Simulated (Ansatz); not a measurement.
System: ZnIn2O4 (model structure, started from the defect chalcopyrite type, I-4, No. 82, 7 atoms in the cell). Method: HSE06 (Ansatz, a program for electronic structure, plane waves, PAW).

Settings: plane-wave cutoff 460 eV, 6×6×6 k mesh, Fermi–Dirac smearing 0.01 eV, scalar-relativistic PAW data made under PBE.

Cell (relaxed with PBEsol):

```
CELL_PARAMETERS angstrom
     -2.34748     2.34748     5.01371
      2.34748    -2.34748     5.01371
      2.34748     2.34748    -5.01371
ATOMIC_POSITIONS crystal
  In 0.50000 0.50000 0.00000
  In 0.25000 0.75000 0.50000
  Zn 0.00000 0.00000 0.00000
  O  0.33499 0.85330 0.96228
  O  0.89102 0.37271 0.03772
  O  0.14670 0.10898 0.48169
  O  0.62729 0.66501 0.51831
```

Question: Estimate the band gap that the calculation returns.

Answer: 
- band gap = 2.37 eV (on the SCF k mesh)

Note: the relaxation could raise the start's symmetry but not lower it, so the cell can be a saddle point; cell and atoms aren't relaxed at this level (largest force component 0.32 eV/Å).

Spin–orbit coupling is not included.

The computed numbers hold no vibrational or temperature effects.

A model structure was made by putting elements into a prototype or built by hand; it is no filed structure, need not be a known phase, and can be a saddle point held by its symmetry.
